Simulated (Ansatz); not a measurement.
Take C in the diamond structure (space group Fd-3m, No. 227; a = 3.5603 Å) as the base.

All numbers come from plane-wave PAW DFT at the r2SCAN level (Ansatz, a first-principles code, 500 eV), spin-orbit coupling left out.

Base values:

Smallest direct gap: 5.90 eV
Band gap: 4.36 eV
Pressure: 0.01 GPa

The change: an isotropic linear strain of −2.00 %; the atoms relax in the strained cell.

### Question
Estimate the effect on the smallest direct gap.

### Answer
The smallest direct gap grows by 0.17 eV, from 5.90 eV to 6.07 eV.

### Question
How does this affect the band gap?

### Answer
The band gap increases by 0.15 eV to 4.51 eV.

### Question
How does this affect the pressure?

### Answer
The pressure increases by 30.50 GPa, from 0.01 GPa to 30.51 GPa.

Stability against distortions was not tested.
